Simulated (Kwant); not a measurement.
System: quantum point contact (saddle potential) in a GaAs two-dimensional gas. Effective mass 0.067 mₑ, grid spacing 8.3 nm, hard walls, nominal width 200 nm (25 grid rows, so walls 215.8 nm apart), one parabolic valley, scattering region 600 nm long along x; energies count from the band bottom; Fermi energy 0.0055 eV. Potential (V0 + ½k y²) cos²(πx/L) for |x| < L/2, with V0 swept from 0.005775 to 0 eV, k = 6.3e-06 eV/nm², L = 490 nm.

The device is made up for the run: typed textbook-type constants, with dimensions and the other settings drawn at random.

Model: effective-mass tight-binding model on a square grid, one spin, coherent transport at 0 K (Kwant). Conductance is in e²/h.

Compare with the saddle-point formula G = Σ 1/(1 + exp(−2π(E − V0 − ħωy(n + ½))/ħωx)), taking ħωy = ħ√(k/m) and ħωx from the curvature along x of V0 plus half of the mode's confinement energy.

ħωy = 2.68 meV; at V0 = 4.69 meV the lowest mode has ħωx = 0.708 meV.

| V0 (meV) | formula | simulation |
|---|---|---|
| 5.44 | 2.4e-5 | 2.2e-5 |
| 4.69 | 0.0093 | 0.010 |
| 3.93 | 0.90 | 0.91 |
| 3.18 | 1.00 | 1.00 |
| 2.43 | 1.00 | 1.00 |
| 1.67 | 1.12 | 1.22 |

The formula takes a parabolic saddle in the continuum; the run has the full potential on a grid.
